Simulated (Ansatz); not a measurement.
SiC under load (space group P6_3mc), PBE with spin-orbit coupling, rigid bands (Ansatz, a program for electronic structure). Condition of this run: biaxial stress in the c plane of 5 GPa (compression positive) (the target of the relaxation). Band gap 2.17 eV, N_c = 1.13e19 cm⁻³ and N_v = 6.34e19 cm⁻³ at 300 K, conductivity masses along y (a = (3.05, 0.00, 0.00) Å; b = (-1.53, 2.64, 0.00) Å; c = (0.00, 0.00, 5.06) Å) of 0.438 mₑ (electrons) and 1.14 mₑ (holes). Take k_BT = 0.02585 eV.

### Question
Find the intrinsic carrier density and the intrinsic Fermi level.

### Answer
n_i = √(N_c N_v) exp(−E_g/2k_BT) = 2.68e19 × exp(−41.97) = 1.6e1 cm⁻³. The level lies (k_BT/2) ln(N_v/N_c) = 22 meV from mid-gap (positive towards the conduction band). Each 0.1 eV added to the gap lowers n_i by a factor of 6.9.

### Question
What built-in voltage has an abrupt junction with N_A = 1e17 and N_D = 1e18 cm⁻³, all dopants ionised?

### Answer
V_bi = E_g/e − (k_BT/e) ln(N_c N_v/(N_A N_D)) = 2.17 − 0.02585 × 8.88 = 1.94 V, for the computed gap.

### Question
A film of it is 2 nm thick, with its normal along the direction named. Estimate the confinement energies in an infinite well.

### Answer
ħ²π²/(2m t²) = 0.376 eV·nm²/(m/mₑ × t²) gives 215 meV for electrons and 82.5 meV for holes, so the gap would widen to about 2.47 eV. Finite barriers and nonparabolic bands lower this, and with several valleys or bands the heaviest mass along the normal sets the lowest level, not this average.

Rigid bands with the computed gap; masses take one relaxation time for all states. Geometry: cell and atoms relaxed with PBEsol.
